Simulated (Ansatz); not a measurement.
Defect: interstitial Li in wurtzite ZnO, charge state +1. The step: one Li atom jumps by itself; the atom moves 2.64 Å along (0.00, 0.00, 0.50) of the unit cell; the moving atom starts with neighbours 3 O at 1.93; 3 Zn at 2.45, 3 Zn at 2.47 Å and ends with 3 O at 1.93; 3 Zn at 2.45, 3 Zn at 2.47 Å. DFT values are from Ansatz (plane-wave PAW, 420 eV unless said) in a cell of 72 host sites, spin-restricted, static, with no finite-size correction. The charge state is imposed; whether it is stable for some Fermi level was not computed. Sites that were not tried may lie lower. For the PBE band: the check of the saddle point's order was inconclusive, and it lies on a symmetry element of the cell, where a band can be held.

```json
[
 {"Level": "PBE, a 2×2×2 k-point mesh shifted by half a step along c, band relaxed", "Forward barrier (eV)": "0.66"},
 {"Level": "PBE, a 3×3×3 k-point mesh shifted by half a step along c, same geometries", "Forward barrier (eV)": "0.66"},
 {"Level": "r2SCAN at 500 eV, a 2×2×2 k-point mesh shifted by half a step along c, same geometries", "Forward barrier (eV)": "0.69"},
 {"Level": "HSE06, a 2×2×2 k-point mesh shifted by half a step along c, same geometries", "Forward barrier (eV)": "0.72"},
 {"Level": "HSE06, a 2×2×2 k-point mesh shifted by half a step along c, ends and band relaxed with HSE06", "Forward barrier (eV)": "0.71"}
]
```

Ansatz is a first-principles code.
